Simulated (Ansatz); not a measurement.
# A computed series for MgO: response to strain

Base system: MgO in the rock salt structure (space group Fm-3m, No. 225; a = 4.204 Å).

Strains are applied to the cell and any free atomic positions relax.

Method: r2SCAN (Ansatz, a first-principles code; PAW; 500 eV plane waves; no spin-orbit coupling).

Candidates:
(a) isotropic strain +2.00 %
(b) isotropic strain +1.50 %
(c) isotropic strain +0.50 %
(d) isotropic strain +2.50 %

Before the change:

| Property | Result |
|---|---|
| Band gap | 5.68 eV |

Problem. Order them by band gap, lowest first.

Solution. (d) isotropic strain +2.50 % (4.96 eV), (a) isotropic strain +2.00 % (5.10 eV), (b) isotropic strain +1.50 % (5.24 eV), (c) isotropic strain +0.50 % (5.53 eV)

Stability against distortions was not tested.
